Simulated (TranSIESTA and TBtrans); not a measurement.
## Ga chain with one N atom inserted

Junction: Ga chain with one N atom inserted. Leads: straight Ga chain, spacing 2.55 Å. Geometry: 3 atoms about the centre moved by SIESTA (PBE, DZP) to a largest force of 0.02 eV/Å, all others as built, motion along the axis alone.

Method: TranSIESTA and TBtrans, LDA, DZP numerical orbitals (energy shift 0.15 eV), PseudoDojo norm-conserving scalar-relativistic potentials, mesh cutoff 200 Ry, 300 K, spin-polarised (collinear), no spin-orbit coupling; self-consistent non-equilibrium Green functions.

- Conductance at 300 K (G0 = 2e²/h): 0.85
- Thermopower (μV/K): -2.5
- Mean T from −0.5 to 0.5 eV: 0.74

Energies count from the leads' Fermi level. Transmissions are for each spin. The energy step is 0.01 eV; narrower resonances are cut or missed.

```tsv
E (eV)	T up	T down	lead channels up	down
-2.00	0.69	0.70	1	1
-1.80	0.69	0.70	1	1
-1.60	0.72	0.73	1	1
-1.40	0.58	0.58	1	1
-1.20	0.62	0.62	1	1
-1.00	0.61	0.61	1	1
-0.80	0.60	0.60	1	1
-0.60	0.58	0.58	1	1
-0.40	0.56	0.56	1	1
-0.20	0.63	0.64	3	3
0.00	0.85	0.87	3	3
0.20	0.84	0.84	3	3
0.40	0.81	0.79	3	3
0.60	0.79	0.77	3	3
0.80	0.80	0.78	3	3
1.00	0.83	0.82	3	3
1.20	0.91	0.90	3	3
1.40	1.03	1.03	3	3
1.60	1.20	1.21	3	3
1.80	1.41	1.43	3	3
2.00	1.65	1.66	3	3
```

Moments were seeded on the central atoms alone, and one start was tried. The straight chain is held at its spacing; free chains may zigzag or dimerise.
